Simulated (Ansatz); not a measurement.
**Effect of uniaxial strain ε_xx = −3.81 % on RhGe**

The reference is RhGe (space group Pnma, No. 62; a = 5.6591 Å, b = 3.2609 Å, c = 6.4331 Å). Axes: x, y, z lie along a, b, c of the conventional cell.

Now apply this change: uniaxial strain ε_xx = −3.81 %, all other strain components held at zero, atoms relaxed at fixed cell.

Method: DFT with PBEsol, PAW potentials and a 420 eV plane-wave cutoff in Ansatz (a program for electronic structure), no spin-orbit coupling, earlier PAW set. Γ-centred 8×14×7 mesh, Fermi–Dirac width 0.05 eV.

The volume per atom drops by 0.57 Å³ to 14.27 Å³ and the space group stays Pnma (No. 62). The shortest interatomic distance shrinks by 0.0322 Å, from 2.462 Å to 2.429 Å and the energy rises by 25 meV/atom. The pressure (mean of the normal stresses, compression positive) goes from zero to 9.1 GPa and the band gap remains zero. The largest internal atomic displacement amounts to 0.015 Å and the stress (xx, yy, zz, yz, xz, xy; compression positive) comes out as (14.9, 6.4, 6.1, 0.0, 0.0, 0.0) GPa (rough).

Final structure:

```yaml
crystal:
  lattice:
    - [5.44350, 0.00000, 0.00000]
    - [0.00000, 3.26085, 0.00000]
    - [0.00000, 0.00000, 6.43307]
  atoms:
    - { symbol: Ge, position: [0.81068, 0.75000, 0.43603] }
    - { symbol: Ge, position: [0.18932, 0.25000, 0.56397] }
    - { symbol: Ge, position: [0.68932, 0.25000, 0.93603] }
    - { symbol: Ge, position: [0.31068, 0.75000, 0.06397] }
    - { symbol: Rh, position: [0.99384, 0.75000, 0.79802] }
    - { symbol: Rh, position: [0.00616, 0.25000, 0.20198] }
    - { symbol: Rh, position: [0.50616, 0.25000, 0.29802] }
    - { symbol: Rh, position: [0.49384, 0.75000, 0.70198] }
```

Without a gap, meshes like the base's 8×14×7 leave anisotropic stresses uncertain by several tenths of a GPa, and small strain energies with them. No phonon test of stability was made. The final runs are not spin-polarised.
